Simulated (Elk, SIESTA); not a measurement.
An Elk input for a self-consistent single point of Bi2Pd (I4/mmm, 3 atoms in the cell) (DFT, PBEsol, all-electron FP-LAPW, Elk's shipped species files, LAPW+lo basis):

```
tasks
  0

xctype
  22

rgkmax
  8.0

gmaxvr
  14.0

nxoapwlo
  1

rmtscf
  0.98

stype
  3

swidth
  0.00367493

avec
   -3.1359494812    3.1359494812   12.2662141647
    3.1359494812   -3.1359494812   12.2662141647
    3.1359494812    3.1359494812  -12.2662141647

sppath
  'species/'

atoms
  2   : nspecies
  'Bi.in'   : spfname
  2   : natoms; atposl, bfcmt below
  0.6323200000  0.6323200000  0.0000000000    0.0 0.0 0.0
  0.3676800000  0.3676800000  0.0000000000    0.0 0.0 0.0
  'Pd.in'   : spfname
  1   : natoms; atposl, bfcmt below
  0.0000000000  0.0000000000  0.0000000000    0.0 0.0 0.0

ngridk
  9 9 9
```

Q: Translate this input to SIESTA.

A: One input that does it (others would too):

```
# files in the folder: Bi.psml Pd.psml (PseudoDojo PBEsol standard)
SystemName  Bi2Pd
SystemLabel siesta

NumberOfAtoms                3
NumberOfSpecies              2
%block ChemicalSpeciesLabel
  1 83 Bi
  2 46 Pd
%endblock ChemicalSpeciesLabel
LatticeConstant              6.902231 Ang
%block LatticeVectors
    -0.240425596    0.240425596    0.940420713
     0.240425596   -0.240425596    0.940420713
     0.240425596    0.240425596   -0.940420713
%endblock LatticeVectors
AtomicCoordinatesFormat      ScaledCartesian
%block AtomicCoordinatesAndAtomicSpecies
     0.000000000   -0.000000000    1.189293651  1
    -0.000000000    0.000000000    0.691547776  1
     0.000000000    0.000000000    0.000000000  2
%endblock AtomicCoordinatesAndAtomicSpecies

XC.functional                GGA
XC.authors                   PBEsol
PAO.BasisSize                DZP
PAO.EnergyShift              0.01 Ry
MeshCutoff                   350 Ry
%block kgrid.MonkhorstPack
    9   0   0  0.0
    0   9   0  0.0
    0   0   9  0.0
%endblock kgrid.MonkhorstPack
OccupationFunction           FD
ElectronicTemperature        1160.45 K

MaxSCFIterations             150
SCF.Mixer.Method             Pulay
SCF.Mixer.Weight             0.2
SCF.Mixer.History            8
SCF.DM.Tolerance             1.0E-04
Diag.ParallelOverK           true
WriteForces                  true
```

Basis, cutoffs, solver keys and any potentials are the target program's own. This input uses DFT, GGA PBEsol, numerical atomic orbitals DZP, PseudoDojo PBEsol standard norm-conserving potentials (rewritten from UPF to PSML).

The starting cell comes from a database of computed structures (which also holds hypothetical and non-ambient phases and stackings), without a prior relaxation at this level. For this run, on top of that: lattice scaled by 0.98.
